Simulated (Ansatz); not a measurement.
# Sensitivity of a calculation on NaCaHfBiO₆ (P1, 10 atoms in the cell) to its settings

```xyz
10
Lattice="0.0000 4.1386 4.1386 4.1386 0.0000 4.1386 4.1386 4.1386 0.0000" Properties=species:S:1:pos:R:3 pbc="T T T"
Na     6.2010     6.2216     6.2505
Ca     2.0901     2.0600     2.0765
Hf     4.1391     4.1374     4.1355
Bi     0.0854     0.0013    -0.0482
O      2.1034     4.1112     4.1298
O      4.1686     6.2195     4.1234
O      6.1377     4.1627     4.1775
O      4.0720     2.0532     4.1316
O      4.1495     4.1338     6.1902
O      4.1010     4.1469     2.0811
```

Base run A: HSE06 (Ansatz, a program for electronic structure), self-consistent single point.

Its settings: basis.ecutwfc = 420 eV; kpoints.mp_grid.grid = 3 3 3; hamiltonian.xc = hse06; hamiltonian.pseudopotentials = {kind: paw}, with the files named one by one; scf.occupations.method = fermi_dirac; scf.occupations.width = 0.05 eV.

The starting cell comes from a database of computed structures (which also holds hypothetical and non-ambient phases and stackings), without a prior relaxation at this level. Its atoms were displaced at random from the sites of space group no. 216. Spin-orbit coupling is off. In the base run, with a pressure of about -5 GPa the cell is away from its equilibrium volume at this level. In the base run, forces exceed 1 eV/Å. Ansatz's pressure includes its estimate of the finite-basis (Pulay) stress.

ΔF is the free energy per atom less that of run A. A dash stands where there is no value to compare (another energy zero or no entropy term, no result, no spin, no clean gap, or a mesh too coarse for one). Total energies depend on the potentials, the functional and any Hubbard or dispersion term, so they are compared only between runs that share all of them.

Runs D sample the zone with one or two k-points, far too few for so small a cell.

Runs:
- B: hamiltonian.xc: hse06 → pbesol; hamiltonian.pseudopotentials: {kind: paw}, with the files named one by one → {kind: paw} (the program's default PAW files) [PBEsol]
- C: hamiltonian.xc: hse06 → pbe0 [PBE0]
- D: kpoints.mp_grid.grid: 3 3 3 → 1 1 1
- E: kpoints.mp_grid.grid: 3 3 3 → 2 2 2
- F: kpoints.mp_grid.grid: 3 3 3 → 2 2 2; kpoints.mp_grid.shift: default → 0.5 0.5 0.5
- G: scf.convergence.dr2_threshold: default (1e-07 eV) → 0.001 eV
- H: scf.mixing.algorithm: default (the program chose MSR1) → broyden
- I: scf.mixing.algorithm: default (the program chose MSR1) → broyden; scf.mixing.beta: default → 0.2
- J: scf.mixing.preconditioner: default (the program chose none) → kerker; scf.mixing.q_tf: default → 3

```csv
run,ΔF (meV/atom),pressure (GPa),largest force (eV/Å),gap on the mesh (eV),k-points
A,0.00,-4.99,2.756,2.951,14
B,–,-3.94,2.703,1.381,14
C,–,-5.05,2.761,3.697,14
D,453.7,-0.58,3.004,3.082,1
E,19.9,-4.97,2.740,2.922,8
F,-0.29,-4.98,2.752,4.049,4
G,0.00,-4.99,2.756,2.951,14
H,0.00,-4.99,2.756,2.951,14
I,0.00,-4.99,2.756,2.951,14
J,0.00,-4.99,2.756,2.951,14
```

Run F against A: The free energy hardly moves (within 1 meV/atom), the pressure hardly changes (-4.99 to -4.98 GPa), the largest force hardly changes (2.756 to 2.752 eV/Å) and the gap on the mesh goes from 2.951 to 4.049 eV.

Run G against A: The free energy is nearly the same (within 1 meV/atom), the pressure stays at -4.99 GPa, the largest force stays at 2.756 eV/Å and the gap on the mesh stays at 2.951 eV.

Run C against A: The pressure hardly changes (-4.99 to -5.05 GPa), the largest force moves little (2.756 to 2.761 eV/Å) and the gap on the mesh goes from 2.951 to 3.697 eV.

Keys are those of Ansatz 0.2.
